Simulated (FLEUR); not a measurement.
Input and output of a self-consistent single point for In (I4/mmm, 1 atom in the cell) (FLEUR).

Method: PBE, all-electron FLAPW (FLEUR), scalar-relativistic valence.

The change in words: lattice scaled by 0.98. Reference geometry:
```
In
1.0
   -1.62500     1.62500     2.47500
    1.62500    -1.62500     2.47500
    1.62500     1.62500    -2.47500
In
1
Cartesian
  0.00000   0.00000   0.00000
```

Reference input (self-consistent single point, DFT, PBE, all-electron FLAPW (FLEUR), scalar-relativistic valence): Kmax = 3.8 1/bohr; GmaxXC = 13.3 1/bohr; xcFunctional = pbe; jspins = 1; l_soc = F; mode = hist; fermiSmearingEnergy = 0.00367493 Htr; mesh (inpgen div1-3) = 15 15 15; inpgen gamma flag = false; Gmax = 13.3 1/bohr; numbands = 0; maxIterBroyd = 99. This run's input differs from it in these lines:

```diff
@@ -3,5 +3,5 @@
 &input film=f /
--3.0708049525 3.0708049525 4.6770721584
-3.0708049525 -3.0708049525 4.6770721584
-3.0708049525 3.0708049525 -4.6770721584
+-3.0093888535 3.0093888535 4.5835307153
+3.0093888535 -3.0093888535 4.5835307153
+3.0093888535 3.0093888535 -4.5835307153
 1.0
@@ -42,5 +42,5 @@
          <bravaisMatrix>
-            <row-1>   -3.0708049525000001     3.0708049525000001     4.6770721583999997</row-1>
-            <row-2>    3.0708049525000001    -3.0708049525000001     4.6770721583999997</row-2>
-            <row-3>    3.0708049525000001     3.0708049525000001    -4.6770721583999997</row-3>
+            <row-1>   -3.0093888535000000     3.0093888535000000     4.5835307153000002</row-1>
+            <row-2>    3.0093888535000000    -3.0093888535000000     4.5835307153000002</row-2>
+            <row-3>    3.0093888535000000     3.0093888535000000    -4.5835307153000002</row-3>
          </bravaisMatrix>
```

Output, abridged:

```
 Iteration:     1   Distance:       2.91908468 me/bohr^3
 Iteration:     2   Distance:       2.69480817 me/bohr^3
 Iteration:     3   Distance:       1.50735266 me/bohr^3
 Iteration:     4   Distance:       0.18232475 me/bohr^3
 Iteration:     5   Distance:       0.24720763 me/bohr^3
   [... 3 lines left out ...]
 Iteration:     9   Distance:       0.00051178 me/bohr^3
 Iteration:    10   Distance:       0.00013515 me/bohr^3
 Iteration:    11   Distance:       0.00001430 me/bohr^3
 Iteration:    12   Distance:       0.00000779 me/bohr^3
 Run finished successfully
 Stop message:
   Structural relaxation: Done

[file out, last iteration]
             iter=     13
[...]
          total density-effective poten   -9.7211651730E+03
          total charge density-energy d   -1.6006052284E+02
 Updated energy parameters for spin:           1
[...]
 fermi energy and band-weighting factors:
    0.463327    0.594870    0.629571

[...]
FERMIE:
          first approx. to ef    (T=0)  :   0.280878 htr   (energy of the highest occ. eigenvalue)
          number of occ. states  (T=0)  :       1865
          first approx. to seigv (T=0)  :  -2.155443 htr
          sum of weights of occ. states :   6.501926
          sum of semicore charge        :   0.000000 e
FERHIS:  Fermi-Energy by histogram:
          bandgap                     :   0.002440 htr
   [... lines left out ...]
          charge neutrality (T=0)     :   0.003852    (zero if the highest occ. eigenvalue is "entirely" occupied)
     EF_NEWTON:  Adjust Fermi-Energy by Newton-Method.
 Direct bandgap for spin            1 :    1.3803806637017302E-002  Htr
   [... lines left out ...]
 ---->    (input%tkb*entropy) TS=              0.0005282816 htr
 ---->    free energy=                     -5883.3039499008 htr
      extrapolation for T->0
 ---->    total electron energy=           -5883.3036857600 htr
 ***** TOTAL FORCES ON ATOMS *****
 TOTAL FORCE FOR ATOM TYPE=  1  X=  0.000   Y=  0.000   Z=  0.000
                       FX_TOT= 0.000000 FY_TOT= 0.000000 FZ_TOT= 0.000000
 Structural relaxation: Done
```

The run converged in 12 iterations. FLEUR gives forces in its relaxation mode, with a further iteration, so its stop message speaks of a relaxation. Against the reference run the free energy rises by 34.1 meV/atom.

The starting cell has typed, rounded lattice constants, without a prior relaxation at this level. For this run, on top of that: lattice scaled by 0.98. Values depend on the basis (sphere radii, cutoffs, local orbitals), which need not be converged. The log's line on a gap gives a spacing of levels on this mesh, which the program prints for metals too.

Cost on one core of a shared machine: roughly 90 s.
